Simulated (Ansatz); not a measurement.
The starting structures come from a database of crystals and need not be the phases stable at ambient conditions.

Given:

```xyz
3
Lattice="3.4942 0.0000 0.0000 0.0000 7.6671 0.0000 1.7471 0.0000 3.0261" Properties=species:S:1:pos:R:3 pbc="T T T"
Te     1.7471     1.8198     1.0087
Te     1.7471     5.8473     1.0087
Mo     0.0000     0.0000     0.0000
```

Space group of this cell: P-6m2. The cell was relaxed by PBE-D3(BJ); by r2SCAN its mean pressure is 2.1 GPa.

Transport runs along the normal of the first two printed cell vectors, the (100) plane of the conventional cell.

The gap is the functional's own, uncorrected, and κ follows it; spin-orbit coupling is left out. Mid-gap values are interpolated between the computed energies.

Task: State the band gap and the smallest decay constant κ at mid-gap according to r2SCAN (Ansatz, a program for electronic structure).

Result: Gap 1.06 eV on a 10×4×10 mesh; κ = 0.190 1/Å, at (0.300, 0.500) of the in-plane reciprocal vectors. At the zone centre, at the nearest computed energy, the slowest state has κ = 0.23 1/Å.
